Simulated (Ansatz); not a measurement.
Start from CuAu (space group P4/mmm, No. 123; a = 2.869 Å, c = 3.645 Å; relaxed with 0.1 eV smearing). Axes: x, y, z lie along a, b, c of the conventional cell.

Calculations: Ansatz (a first-principles code), PBE, PAW, cutoff 420 eV, no SOC.

For the base:

```
Item                            Result
-----------------------------  -------
Band gap                          zero
Shortest interatomic distance  2.727 Å
```

Perturbation: biaxial strain −3.08 %, plane normal [001], relaxed out of plane (Cartesian); in-plane vectors clamped, the third vector and the atoms free.

### Question
What does the calculation give for the band gap, shortest interatomic distance, in-plane stress and out-of-plane strain after the change?

### Answer
The band gap is still zero; the shortest interatomic distance grows by 0.019 Å (2.727 Å → 2.746 Å); the mean in-plane stress (compression positive) is +3.2 GPa; the out-of-plane strain is +5.18 %.

Whether these cells are dynamically stable was not tested. The final runs are not spin-polarised.
